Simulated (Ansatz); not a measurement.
Base system: WSi$_{2}$ (space group I4/mmm, No. 139; a = 3.2292 Å, c = 7.8672 Å).

(Cell as relaxed with PBE.)

Levels (all Ansatz, an electronic-structure program, PAW): PBE (420 eV, no spin-orbit coupling); r2SCAN (500 eV, scalar-relativistic without spin-orbit coupling).

Each level relaxes its own structure.

| base | PBE | r2SCAN |
|---|---|---|
| volume per atom | 13.67 Å³ | 13.42 Å³ |
| lattice parameter a | 322.9 pm | 321.2 pm |
| band gap | zero | zero |

Perturbation: full substitution W → Se; the structure is relaxed again.

| quantity | PBE | r2SCAN |
|---|---|---|
| shortest interatomic distance | 233.7 pm | (withheld) |
| c/a ratio | 2.829 | (withheld) |

Question: Predict the r2SCAN column.

Answer: 
- shortest interatomic distance, r2SCAN: 230.2 pm
- c/a ratio, r2SCAN: 2.833

PBE's shortest interatomic distance lies 3.5 pm above r2SCAN's (1.5 %); PBE's c/a ratio lies 0.0048 below r2SCAN's. Neither level is exact; r2SCAN is the comparison here, not a measurement.

Stability against distortions was not tested. As relaxed here, Si2Se is a hypothetical phase, not in the database extracts checked. The final runs are not spin-polarised.
